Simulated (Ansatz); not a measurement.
CsCl-type ScAu was calculated with PBEsol in Ansatz (plane waves, PAW).

Settings: plane-wave cutoff 520 eV, 16×16×16 k mesh, Fermi–Dirac smearing 0.05 eV, scalar-relativistic PAW data made under PBE.

Cell (relaxed at this level):

```yaml
crystal:
  lattice:
    - [3.35628, 0.00000, 0.00000]
    - [0.00000, 3.35628, 0.00000]
    - [0.00000, 0.00000, 3.35628]
  atoms:
    - { symbol: Sc, position: [0.50000, 0.50000, 0.50000] }
    - { symbol: Au, position: [0.00000, 0.00000, 0.00000] }
```

Problem. Estimate the bulk modulus that the calculation returns.

Solution. 
- bulk modulus = 117 GPa

The run finds no gap.

Note: the bulk modulus is −V dP/dV from two relaxed cells at ±2 % in volume.

Spin–orbit coupling is not included; it can shift volumes and moduli of such heavy elements.

The result took roughly 60 core-seconds.

Ansatz is a program for electronic structure.
